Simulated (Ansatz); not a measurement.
Consider BaTiO₃ in the cubic perovskite structure (space group Pm-3m, No. 221; a = 3.994 Å). Axes: x, y, z lie along the cube axes.

Calculations: DFT with r2SCAN, PAW potentials and a 500 eV plane-wave cutoff in Ansatz (a program for electronic structure), without spin-orbit coupling, earlier PAW set.

Strains are applied to the cell and any free atomic positions relax; under biaxial strain the out-of-plane vector relaxes too.

One change was made to it. Results:

The pressure (mean of the normal stresses, compression positive) goes from zero to -1.67 GPa; the band gap falls by 0.044 eV, from 2.18 eV to 2.13 eV.

**Question.** Name the change that was made.
(A) biaxial strain +2.83 %, plane normal [110], relaxed out of plane
(B) isotropic strain −3.00 %
(C) uniaxial strain ε_zz = +0.96 %
(D) isotropic strain −0.60 %
(E) uniaxial strain ε_xx = +4.16 %

**Answer.** C, uniaxial strain ε_zz = +0.96 %. For comparison, the band gap in the other runs: isotropic strain −0.60 % gives 2.22 eV; isotropic strain −3.00 % gives 2.39 eV; biaxial strain +2.83 %, plane normal [110], relaxed out of plane gives 1.93 eV; uniaxial strain ε_xx = +4.16 % gives 2.00 eV.

Stability against distortions was not tested. The final runs are not spin-polarised. Many cubic perovskites are stable only at high temperature; tilts and polar distortions were not tested. This is not the structure that BaTiO3 has at room temperature and ambient pressure.
